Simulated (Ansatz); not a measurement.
# 1T (CdI2-type) MgI2

All values below come from PBEsol (Ansatz, a quantum-chemistry and plane-wave program, PAW).

Run with plane-wave cutoff 520 eV, 12×12×6 k mesh (along the axes of the cell as run), perturbation theory, force constants from a 6×6×2 q mesh, scalar-relativistic PAW data made under PBE.

Cell: relaxed at this level.

electronic dielectric constant ε∞ (mean over three axes): 4.25
dielectric constant ε0 (ions relaxed) (mean over three axes): 7.28
zero-point energy: 0.021 eV/atom

Note: the cell comes from a level without a dispersion term, which matters for the spacing of layers, chains or molecules; the cell has widely spaced layers and the level no dispersion term, so their spacing and the moduli can rest on weak binding.

Spin–orbit coupling is not included.

Cost on a shared machine: about 2.7 core-hours (a rough figure).
